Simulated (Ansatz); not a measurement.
Consider WSe₂ (space group P6_3/mmc, No. 194; a = 3.279 Å, c = 12.786 Å; layered, stacked along the Cartesian z axis).

(Cell as relaxed with PBE-D3(BJ).)

Levels (all Ansatz, a program for electronic structure, PAW, earlier PAW set): PBE-D3(BJ) (420 eV, scalar-relativistic without spin-orbit coupling); r2SCAN+rVV10 (500 eV, no spin-orbit coupling).

Each level relaxes its own structure.

```
base                 PBE-D3(BJ)  r2SCAN+rVV10
-------------------  ----------  ------------
volume per atom        19.84 Å³      20.66 Å³
lattice parameter a     3.279 Å       3.300 Å
band gap                0.87 eV       1.12 eV
```

One thing is altered: holes 1.0×10^22 cm⁻³, on a uniform background at fixed cell.

```json
[
 {"quantity": "gap between the host's bands", "PBE-D3(BJ)": "0.93 eV", "r2SCAN+rVV10": "?"},
 {"quantity": "Fermi level relative to the doped band's edge (positive inside the band; to 0.05 eV)", "PBE-D3(BJ)": "+0.80 eV", "r2SCAN+rVV10": "?"},
 {"quantity": "shift of the gap caused by the change", "PBE-D3(BJ)": "+0.05 eV", "r2SCAN+rVV10": "?"}
]
```

**Question.** What does r2SCAN+rVV10 give?

**Answer.** 
- gap between the host's bands, r2SCAN+rVV10: 1.16 eV
- Fermi level relative to the doped band's edge (positive inside the band; to 0.05 eV), r2SCAN+rVV10: +0.90 eV
- shift of the gap caused by the change, r2SCAN+rVV10: +0.04 eV

PBE-D3(BJ)'s gap between the host's bands lies 0.237 eV below r2SCAN+rVV10's; PBE-D3(BJ)'s Fermi level from band edge lies 0.10 eV below r2SCAN+rVV10's. Neither level is exact; r2SCAN+rVV10 is the comparison here, not a measurement.

Carriers are added with a uniform compensating background; total energy and stress of such cells depend on the potential's zero and are not compared; many-body gap narrowing is missing at this level. Spin-orbit coupling, missing from the scalar runs, can matter with W. Whether these cells are dynamically stable was not tested.
